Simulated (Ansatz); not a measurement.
Structures of equal composition on the (111) surface of fcc Pd: a layer of Rh in place of the second plane; a layer of Rh in place of the third plane. The slabs share one bottom face, and each structure is named by its start. These are constructed structures in small cells; real faces may alloy, dewet or reconstruct in larger ones, and not all known structures of the face are among them. Slabs of about 11 Å with all that they carry, Fermi-Dirac smearing of 0.1 eV. Bottom of the slabs: a bare face, its two planes held. Relaxed from the named starts with such symmetry as they have, on meshes of like density; energies extrapolated to zero smearing; no spin-orbit coupling, no U. Spin-polarised runs, if any, are marked in brackets, and their order is one that fits the cell; the others ran without spin.

Computed with PBE (plane waves to 420 eV, PAW; Ansatz, a first-principles code).

**Question.** Order them by energy per 1x1 cell (lowest first) at the level PBE.

**Answer.** a layer of Rh in place of the third plane (0.000 eV), a layer of Rh in place of the second plane (0.042 eV)
